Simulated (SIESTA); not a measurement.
Short convergence ladders for a (110) slab of WC (cut from a parent of space group no. 187; 6 atoms in the cell)

```xyz
6
Lattice="2.8542 0.0000 0.0000 0.0000 5.0655 0.0000 0.0000 0.0000 16.9245" Properties=species:S:1:pos:R:3 pbc="T T T"
W      0.0000     0.0000     7.0000
C      1.4271     1.6885     7.0000
W      0.0000     2.5327     8.4622
C      1.4271     4.2212     8.4622
W      0.0000     0.0000     9.9245
C      1.4271     1.6885     9.9245
```

Base method: LDA PW92, numerical atomic orbitals DZP, PseudoDojo LDA standard norm-conserving potentials (rewritten from UPF to PSML) (SIESTA).

Base settings: XC.functional = LDA; XC.authors = PW92; potentials = PseudoDojo LDA standard; PAO.BasisSize = DZP; PAO.EnergyShift = 0.005 Ry; MeshCutoff = 300 Ry; kgrid.MonkhorstPack = 5 3 1; OccupationFunction = MP; OccupationMPOrder = 0; ElectronicTemperature = 0.1 eV.

**The vacuum**

The mesh stays at the base's, so the ladder's end is converged at best in this setting alone.

Only quantities that move along the ladder and can be compared are tabulated; forces are left out, as grid noise moves with the cell.

```csv
vacuum between outermost atoms (Å),free energy less the last step's (meV/atom)
3.0,-361.32
4.0,-124.21
5.0,-29.23
7.0,0.30
10.0,0.04
14.0,0.04
20.0,0.04
30.0,0.00
```

Smallest vacuum between outermost atoms (Å) that holds the free energy within 5 meV/atom of the last step, with all finer ones: 7.0; the step before is off by 29 meV/atom.

**The k-point mesh**

Only quantities that move along the ladder and can be compared are tabulated.

| kgrid.MonkhorstPack | free energy less the last step's (meV/atom) | largest difference of a force vector from the last step's (eV/Å) |
|---|---|---|
| 2 2 1 | 90.20 | 1.151 |
| 3 2 1 | 31.34 | 0.720 |
| 4 2 1 | -24.38 | 0.421 |
| 5 3 1 | 8.35 | 0.162 |
| 7 4 1 | 2.32 | 0.099 |
| 10 6 1 | 0.69 | 0.109 |
| 13 8 1 | -0.99 | 0.040 |
| 18 11 1 | 0.04 | 0.013 |
| 25 14 1 | 0.07 | 0.003 |
| 30 17 1 | 0.00 | 0.000 |

Coarsest kgrid.MonkhorstPack that holds the forces within 0.02 eV/Å of the last step, with all finer ones: 18 11 1; the step before is off by 0.040 eV/Å.

Coarsest kgrid.MonkhorstPack that holds the free energy within 0.5 meV/atom of the last step, with all finer ones: 18 11 1; the step before is off by 0.99 meV/atom.

**The cutoff of the real-space grid**

The mesh stays at the base's, so the ladder's end is converged at best in this setting alone.

Only quantities that move along the ladder and can be compared are tabulated.

| MeshCutoff | largest difference of a force vector from the last step's (eV/Å) |
|---|---|
| 150 Ry (158 Ry used) | 0.006 |
| 180 Ry (195 Ry used) | 0.009 |
| 210 Ry (217 Ry used) | 0.004 |
| 255 Ry (269 Ry used) | 0.006 |
| 300 Ry (305 Ry used) | 0.006 |
| 360 Ry (386 Ry used) | 0.006 |
| 450 Ry (450 Ry used) | 0.004 |
| 600 Ry (603 Ry used) | 0.000 |

Coarsest MeshCutoff that holds the forces within 0.005 eV/Å: not settled: the last two steps still differ by 0.004 eV/Å, over half the tolerance, so the ladder does not show it.

On the base run: the starting cell has typed, rounded lattice constants, without a prior relaxation at this level. The slab is cut from that crystal, and its faces are unrelaxed. Its lattice was rescaled by up to half a per cent. Spin polarisation is off. Values carry the incompleteness of an atom-centred basis. In the base run, forces exceed 1 eV/Å. Without a gap this mesh is coarse (it stands for a supercell whose shortest in-plane vector is 14 Å).

Left out of this page: 1 run of the series outside the window shown, repeating another row's setting, or not comparable.
